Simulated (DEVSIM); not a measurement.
System: abrupt In0.53Ga0.47As n-p junction, at 250 K.

Layer 1 from the left is In0.53Ga0.47As, thickness (μm) 3.80, Nd (cm⁻³) 2.8e16, τn (s) 2.3e-8, τp (s) 2.3e-8. Layer 2 from the left is In0.53Ga0.47As, thickness (μm) 7.00, Na (cm⁻³) 1.4e14, τn (s) 2.3e-8, τp (s) 2.3e-8.

Left contact: ohmic. Right contact: ohmic. Voltage is applied to the left contact. Recombination: SRH at mid-gap, Auger. Mobility is μmin + (μ − μmin)/(1 + (N/Nref)^α).

The device is made up for the run: typed textbook-type constants, with dimensions and the other settings drawn at random. Values at 300 K; Nc and Nv go as T^1.5, mobilities as T to minus their exponent, the gap by Varshni's rule with the affinity fixed.

In0.53Ga0.47As: gap (eV) 0.74, affinity (eV) 4.51, permittivity 13.9, Nc (cm⁻³) 2.1e17, Nv (cm⁻³) 7.7e18, μn (cm²/Vs) 12000, μp (cm²/Vs) 300, μn,min 300, μp,min 10, Nref,n 1.3e17, Nref,p 4.9e17, αn 0.48, αp 0.4, T exponent of μn 1.6, T exponent of μp 1.6, Cn (cm⁶/s) 5e-29, Cp (cm⁶/s) 5e-29, Varshni α (eV/K) 0.00035, Varshni β (K) 190.

Estimate by hand the built-in potential, the peak field at zero bias, the capacitance at 3 V, and compare with a numerical solution.


- Built-in potential: ni = √(Nc Nv) exp(−Eg/2kT) = 2.40e10 cm⁻³ with Eg = 0.755 eV; Vbi = kT/q ln(Na Nd/ni²) = 0.488 V; numerical 0.488 V.
- Peak field at zero bias: depletion approximation: W = √(2εVbi/(qN)) = 2.32 μm with N = 1.39e14 cm⁻³; field = 2Vbi/W = 4210 V/cm; numerical 8260 V/cm (estimate below by 49 %).
- Capacitance at 3 V: C = √(qεN / 2(Vbi + |V|)) = 1.98 nF/cm²; numerical 2.00 nF/cm² (estimate below by 0.81 %).

Simulated with DEVSIM: 1D drift-diffusion, Boltzmann statistics, complete ionisation; no tunnelling, impact ionisation, image-force lowering or self-heating.
